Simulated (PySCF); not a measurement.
PySCF 2.14.0, PBE/def2-tzvp, df: Y(F)2(NH2) ([NH2][Y]([F])[F]), 6 atoms. The geometry is a generated start, not checked to be a minimum at this level.

| Item | Value |
|---|---|
| task | energy |
| method | pbe |
| basis | def2-tzvp |
| two-electron scheme | density fitting |
| mol.max_memory | 3000 MB |
| mf.max_cycle | 100 |
| mf.conv_tol | 1e-09 (default) |
| mf.grids.level | 3 (default) |
| effective core potentials | those of the basis set, past Kr |
| basis functions | 145 |
| grid points | 83920 |

```xyz
6

Y      0.8546    -0.1166     0.8339
F      1.4525    -1.4400    -0.4235
F     -0.5923    -1.0529     1.6719
N     -0.2714     1.0339    -0.4692
H     -1.2636     0.9622    -0.2094
H     -0.1798     0.6134    -1.4038
```

Charge 0 and multiplicity 1 are set for this test and not shown to be the ground state.

With the defaults (mf.DIIS = CDIIS, mf.diis = true, newton = off, mf.diis_space = 8, mf.init_guess = minao, mf.level_shift = 0, mf.damp = 0, mf.diis_start_cycle = 1) it converges in 14 Fock builds. One run each on 2 threads, 1 BLAS thread, with these changes:
- newton = Hessian by the SCF's own integrals
- mf.diis = false, mf.damp = 0.7, mf.diis_start_cycle = 999
- mf.diis = false
- mf.diis_space = 3
- mf.init_guess = atom
- mf.DIIS = EDIIS
- mf.level_shift = 0.1 Hartree
- mf.init_guess = huckel
- mf.diis_space = 20

Which runs fail or end elsewhere than the default run?

No convergence: mf.DIIS = EDIIS; mf.diis = false (the run ends without SCF convergence in 100 cycles). The rest reach the solution of the defaults.

```json
[
 {"setting": "the defaults", "Fock builds": "14", "end": "same solution"},
 {"setting": "mf.init_guess = atom", "Fock builds": "14", "end": "same solution"},
 {"setting": "mf.level_shift = 0.1 Hartree", "Fock builds": "14", "end": "same solution"},
 {"setting": "mf.diis_space = 20", "Fock builds": "14", "end": "same solution"},
 {"setting": "mf.init_guess = huckel", "Fock builds": "18", "end": "same solution"},
 {"setting": "mf.diis = false, mf.damp = 0.7, mf.diis_start_cycle = 999", "Fock builds": "26", "end": "same solution"},
 {"setting": "newton = Hessian by the SCF's own integrals", "Fock builds": "40", "end": "same solution"},
 {"setting": "mf.diis_space = 3", "Fock builds": "40", "end": "same solution"},
 {"setting": "mf.DIIS = EDIIS", "Fock builds": "101", "end": "no convergence"},
 {"setting": "mf.diis = false", "Fock builds": "101", "end": "no convergence"}
]
```

Under newton the count holds the products with the orbital Hessian.
